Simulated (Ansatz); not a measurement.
Carrier properties of SiO2 (P3_221)

Consider the following.

```yaml
crystal:
  lattice:
    - [4.94871, 0.00000, 0.00000]
    - [-2.47435, 4.28570, 0.00000]
    - [0.00000, 0.00000, 5.44118]
  atoms:
    - { symbol: Si, position: [0.00000, 0.47038, 0.33333] }
    - { symbol: Si, position: [0.52962, 0.52962, 0.00000] }
    - { symbol: Si, position: [0.47038, 0.00000, 0.66667] }
    - { symbol: O, position: [0.14567, 0.73310, 0.54777] }
    - { symbol: O, position: [0.26690, 0.41257, 0.21444] }
    - { symbol: O, position: [0.58743, 0.85433, 0.88110] }
    - { symbol: O, position: [0.73310, 0.14567, 0.45223] }
    - { symbol: O, position: [0.41257, 0.26690, 0.78556] }
    - { symbol: O, position: [0.85433, 0.58743, 0.11890] }
```

These are PBEsol, rigid bands (plane waves, PAW, scalar-relativistic; Ansatz, a program for electronic structure) values and carry that method's errors. How the cell was made: cell and atoms relaxed with PBEsol.

```yaml
band_gap: 5.72 eV
electron conductivity mass (300 K, dilute): 0.51 (x), 0.51 (y), 0.50 (z) mₑ
hole conductivity mass (300 K, dilute): 9.5 (x), 9.5 (y), 2.5 (z) mₑ
effective density of states N_c (300 K): 9.3e18 cm⁻³
effective density of states N_v (300 K): 1.0e21 cm⁻³
density_of_states_mass_electrons: 0.52 mₑ
density_of_states_mass_holes: 12.0 mₑ
Seebeck coefficient, n-type 1e19 cm⁻³, 300 K: -214 μV/K
best n-type power factor at 300 K for τ = 10 fs (best axis; densities from 1e16 to 1e21 cm⁻³ tried, whether or not they can be reached): 3.0 μW/(cm·K²) at 3e19 cm⁻³
Seebeck coefficient, p-type 1e19 cm⁻³, 300 K: 618 μV/K
```

Rigid bands; masses and Seebeck coefficients take one relaxation time τ for all states and one kind of carrier; polarons and phonon drag are left out. Spin-orbit coupling is left out; where it splits the top of the valence band, N_v and the p-type Seebeck coefficient come out somewhat high without it.
